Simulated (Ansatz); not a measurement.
Start from ScAs in the zinc blende structure (space group F-43m, No. 216; a = 6.039 Å; a hypothetical phase, not in the database extracts checked). Axes: x, y, z lie along the cube axes.

Method: PBEsol, PAW, 420 eV (Ansatz, a program for electronic structure; scalar-relativistic without spin-orbit coupling).

A first run, uniaxial strain ε_yy = +0.76 %, gives secant values C11 ≈ 63 GPa and C12 ≈ 56 GPa from its stress. A second run applies isotropic strain +0.48 %.

**Question.** What does linear elasticity predict for the bulk modulus −ΔP/(ΔV/V₀) in the second run, and what does the run give?

**Answer.** Linear elasticity: (C11 + 2 C12)/3 = 58 GPa. The run gives 57 GPa; any difference comes from nonlinear terms at these strains and numerical noise.

Stability against distortions was not tested. All final runs are without spin polarisation.
